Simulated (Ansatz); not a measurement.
# Ti, pressure series

Consider Ti in the hcp (Mg type) structure (space group P6_3/mmc, No. 194; a = 2.9359 Å, c = 4.6365 Å).

Cell and atoms are relaxed at each pressure.

Computed with r2SCAN, PAW, 500 eV (Ansatz, an electronic-structure program; no SOC).

```
pressure (GPa)  volume per atom (Å³/atom)
--------------  -------------------------
-2                                 17.612
0                                  17.305
0.9                                17.175
2.1                                17.007
4.5                                16.692
9                                  16.163
15                                      ?
22.5                               14.913
30                                 14.358
```

Question: Fit the third-order Birch–Murnaghan form P(V) = (3B₀/2)[(V₀/V)^(7/3) − (V₀/V)^(5/3)]·[1 + (3/4)(B₀′ − 4)((V₀/V)^(2/3) − 1)] (squares taken in P) to the rows shown and predict the withheld row.

Answer: Least squares on the printed values gives V₀ = 17.305 Å³/atom, B₀ = 118 GPa, B₀′ = 3.4; this predicts 15.556 Å³/atom, and the run gives 15.556 Å³/atom, in agreement.

Load acts through the strain it causes; cell and atoms are relaxed under it. Stability against distortions was not tested. No other phases were tried under pressure. All final runs are without spin polarisation.
